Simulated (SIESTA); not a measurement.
SIESTA run on SrNiF6 (R-3m, 8 atoms in the cell): self-consistent single point.

Level of theory: SIESTA 5.4.2 with LDA PW92, numerical atomic orbitals DZP, PseudoDojo LDA standard norm-conserving potentials (rewritten from UPF to PSML).

```xyz
8
Lattice="3.6310 2.0964 2.2526 -3.6310 2.0964 2.2526 0.0000 -4.1927 2.2526" Properties=species:S:1:pos:R:3 pbc="T T T"
Sr     0.0000     0.0000     3.3789
Ni     0.0000     0.0000     0.0000
F      0.0000     2.7427     3.4063
F      0.0000    -2.7427     3.3515
F     -2.3752    -1.3713     3.4063
F      2.3752     1.3713     3.3515
F      2.3752    -1.3713     3.4063
F     -2.3752     1.3713     3.3515
```

Reference input (self-consistent single point, DFT, GGA PBEsol, numerical atomic orbitals DZP, PseudoDojo PBEsol standard norm-conserving potentials (rewritten from UPF to PSML)): XC.functional = GGA; XC.authors = PBEsol; potentials = PseudoDojo PBEsol standard; PAO.BasisSize = DZP; PAO.EnergyShift = 0.01 Ry; MeshCutoff = 300 Ry; kgrid.MonkhorstPack = 5 5 5; OccupationFunction = FD; ElectronicTemperature = 10 K; MaxSCFIterations = 150; SCF.Mixer.Method = Pulay; SCF.Mixer.Weight = 0.1. This run's input differs from it in these lines:

```diff
@@ -1,2 +1,2 @@
-# files in the folder: Sr.psml Ni.psml F.psml (PseudoDojo PBEsol standard)
+# files in the folder: Sr.psml Ni.psml F.psml (PseudoDojo LDA standard)
 SystemName  SrNiF6
@@ -29,4 +29,4 @@
 
-XC.functional                GGA
-XC.authors                   PBEsol
+XC.functional                LDA
+XC.authors                   PW92
 PAO.BasisSize                DZP
```

Log, with long lists cut:

```
        iscf     Eharris(eV)        E_KS(eV)     FreeEng(eV)     dDmax    Ef(eV) dHmax(eV)
   scf:    1    -9402.854754    -9471.325201    -9471.325201  1.659322 -2.060172 44.533245
   scf:    2    -9508.078687    -9491.393672    -9491.393672  0.422393 -5.167328 28.293283
   scf:    3    -9465.877785    -9497.873369    -9497.873369  0.599384 -7.942465 19.544802
   scf:    4    -9479.317026    -9500.484326    -9500.484326  0.429018 -6.380589 17.377842
   scf:    5    -9472.373407    -9498.185809    -9498.185809  0.431190 -8.122395 20.082462
   [... 7 lines left out ...]
   scf:   13    -9506.256864    -9506.256864    -9506.256864  0.000153 -7.108389  0.004175
   scf:   14    -9506.256860    -9506.256863    -9506.256863  0.000136 -7.109270  0.007515
   scf:   15    -9506.256865    -9506.256865    -9506.256865  0.000091 -7.108700  0.000090
   scf:   16    -9506.256865    -9506.256865    -9506.256865  0.000001 -7.108695  0.000044
SCF Convergence by DM+H criterion
max |DM_out - DM_in|         :     0.0000008245
max |H_out - H_in|      (eV) :     0.0000438831
SCF cycle converged after 16 iterations

Using DM_out to compute the final energy and forces

siesta: E_KS(eV) =            -9506.2569

siesta: E_KS - E_eggbox =     -9506.2569

siesta: Atomic forces (eV/Ang):
     1    0.000000    0.000000   -0.000000
     2   -0.000000   -0.000000   -0.000000
     3    0.000000    0.646192    0.362792
     4   -0.000000   -0.646192   -0.362792
     5   -0.559620   -0.323097    0.362793
     6    0.559620    0.323097   -0.362793
     7    0.559620   -0.323097    0.362793
     8   -0.559620    0.323097   -0.362793
   Tot   -0.000000   -0.000000   -0.000000
   Max    0.646192
   Res    0.370535    sqrt( Sum f_i^2 / 3N )
   Max    0.646192    constrained

   [... lines left out ...]
siesta: FreeEng =     -9506.256865
   [... lines left out ...]
siesta:     0.090976    0.000000   -0.000000
siesta:     0.000000    0.090976   -0.000000
siesta:    -0.000000   -0.000000    0.089810

siesta: Cell volume =        102.877826 Ang**3

siesta: Pressure (static):
siesta:                Solid            Molecule  Units
siesta:          -0.00098662         -0.00136398  Ry/Bohr**3
siesta:          -0.09058744         -0.12523464  eV/Ang**3
siesta:        -145.13707805       -200.64801254  kBar
```

The run converged in 16 iterations. Against the reference run the pressure goes from -9.01 to -14.51 GPa, the largest force goes from 0.534 to 0.741 eV/Å and the gap on the mesh goes from 0.982 to 0.911 eV.

The starting cell comes from a database of computed structures (which also holds hypothetical and non-ambient phases and stackings), without a prior relaxation at this level. Its lattice was rescaled by a random factor within 2.5 % of one. Values carry the incompleteness of an atom-centred basis. The basis of the alkali or alkaline-earth atoms may lack their empty d shell, which can raise the gap. With a pressure of about -15 GPa the cell is away from its equilibrium volume at this level.

Cost on one core of a shared machine: roughly 30 s.
